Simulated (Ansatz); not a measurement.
Structures of equal composition on the (0001) surface of hcp Ru: a layer of Sn in place of the second plane; a layer of Sn in place of the third plane. The slabs share one bottom face, and each structure is named by its start. These are constructed structures in small cells; real faces may alloy, dewet or reconstruct in larger ones, and not all known structures of the face are among them. Slabs of about 11 Å, Fermi-Dirac smearing of 0.1 eV. Bottom of the slabs: a bare face, its two planes held. Relaxed from the named starts with such symmetry as they have, on meshes of like density; energies extrapolated to zero smearing; spin only where a row says so; no spin-orbit coupling, no U. Brackets mark spin-polarised runs, whose order is one that fits the cell.

These are PBE (plane waves to 420 eV, PAW; Ansatz, a first-principles code) values and carry that method's errors.

Rank these by energy per 1x1 cell (lowest first), as PBE gives it.

a layer of Sn in place of the second plane (0.000 eV), a layer of Sn in place of the third plane (0.063 eV)
